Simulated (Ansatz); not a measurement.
# ZnS, response to strain

Base system: ZnS in the wurtzite structure (space group P6_3mc, No. 186; a = 3.845 Å, c = 6.305 Å).

Strains are applied to the cell and any free atomic positions relax.

The values are results of plane-wave PAW DFT at the PBE level (Ansatz, a program for electronic structure, 420 eV), no spin-orbit coupling, not measurements.

Notes on the quantities. energy relative to the base: free energy F.

```json
[
 {"isotropic strain (%)": "0", "energy relative to the base (meV/atom)": "0.0"},
 {"isotropic strain (%)": "0.6", "energy relative to the base (meV/atom)": "?"},
 {"isotropic strain (%)": "1.2", "energy relative to the base (meV/atom)": "5.4"},
 {"isotropic strain (%)": "1.8", "energy relative to the base (meV/atom)": "12.0"},
 {"isotropic strain (%)": "2.4", "energy relative to the base (meV/atom)": "20.8"},
 {"isotropic strain (%)": "3", "energy relative to the base (meV/atom)": "31.9"}
]
```

Question: Fit ΔE = Aε² + Bε³ (ε in %) to the rows shown and predict the withheld row.

Answer: Least squares on the printed values gives A = 3.91 and B = -0.12 meV/atom (largest residual 0.0 meV/atom); this predicts 1.4 meV/atom, and the run gives 1.4 meV/atom, in agreement.

Whether these cells are dynamically stable was not tested.
